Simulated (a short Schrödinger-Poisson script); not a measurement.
System: MOS inversion layer, Si3N4 on p-type Si(100), at 300 K.

From the gate side: 1.8 nm Si3N4; 250 nm Si, acceptors 2.9e18 cm⁻³.

Constants are typed, rounded textbook-type inputs, not results; the design itself was drawn at random and stands for no fabricated device. Si3N4: permittivity 7.5, conduction-band edge (eV) 1.95, gap (eV) 5.1, electron mass (mₑ) 0.5. Si: permittivity 11.7, conduction-band edge (eV) 0, gap (eV) 1.124, Nv at 300 K (cm⁻³) 3.1e19.

Channel valleys (confinement mass, in-plane density-of-states mass, number): Δ2 0.916, 0.19, 2; Δ4 0.19, 0.417, 4. At the gate the conduction-band edge of layer 1 lies 2.25 eV − eVg above the Fermi level of the channel; the field vanishes at the back. Gaps are held at their typed values at every temperature. Mesh 0.03 nm at interfaces.

From a short Schrödinger-Poisson script (our own, NumPy): 1D Poisson equation in equilibrium, electrons quantum, Hartree (BenDaniel-Duke, 12 states a valley, the channel's in-plane mass for all, wave functions free to enter the dielectric), parabolic valleys, classical holes, full ionisation, no traps, pinning or gate leakage.

| Vg (V) | electrons (cm⁻²) | C (μF/cm²) | Δ2 E0 (meV from the Fermi level) | Δ4 E0 (meV from the Fermi level) |
|---|---|---|---|---|
| 0.5 | 1.22e9 | 0.443 | 215.8 | 290.7 |
| 0.55 | 6.04e9 | 0.456 | 174.2 | 250.1 |
| 0.6 | 2.91e10 | 0.544 | 133.3 | 210.2 |
| 0.65 | 1.24e11 | 0.861 | 95.5 | 173.3 |
| 0.7 | 3.87e11 | 1.41 | 65.3 | 144.2 |
| 0.75 | 8.43e11 | 1.86 | 43.9 | 123.9 |
| 0.8 | 1.44e12 | 2.15 | 28.7 | 109.8 |
| 0.85 | 2.11e12 | 2.32 | 17.0 | 99.2 |
| 0.9 | 2.84e12 | 2.43 | 7.5 | 90.9 |
| 0.95 | 3.60e12 | 2.52 | -0.5 | 83.9 |
| 1 | 4.38e12 | 2.58 | -7.6 | 78.0 |
| 1.05 | 5.19e12 | 2.62 | -14.0 | 72.7 |
| 1.1 | 6.01e12 | 2.66 | -19.8 | 67.9 |
| 1.15 | 6.84e12 | 2.70 | -25.2 | 63.6 |
| 1.2 | 7.68e12 | 2.73 | -30.3 | 59.5 |
| 1.25 | 8.53e12 | 2.75 | -35.1 | 55.8 |

Gate voltages with under 1e9 electrons/cm² are left out.

**Question.** At Vg = 1.25 V the lowest Δ2 subband lies at -35.1 meV from the Fermi level. How many electrons does it hold, and what share of all?

**Answer.** The two-dimensional density of states is g m/(πħ²) = 1.59e11 cm⁻² meV⁻¹ (both spins), kT = 25.9 meV, so n = D kT ln(1 + exp(−E/kT)) = 6.51e12 cm⁻², 0.76 of the 8.53e12 cm⁻² in all.

**Question.** Compare the slope of the sheet density between 1.15 and 1.25 V with the geometric capacitance of the layers between gate and channel.

**Answer.** q Δn/ΔV = 2.71 μF/cm²; ε0/Σ(t/ε) = 3.69 μF/cm². The ratio is 0.73: the channel acts as a further capacitance in series.
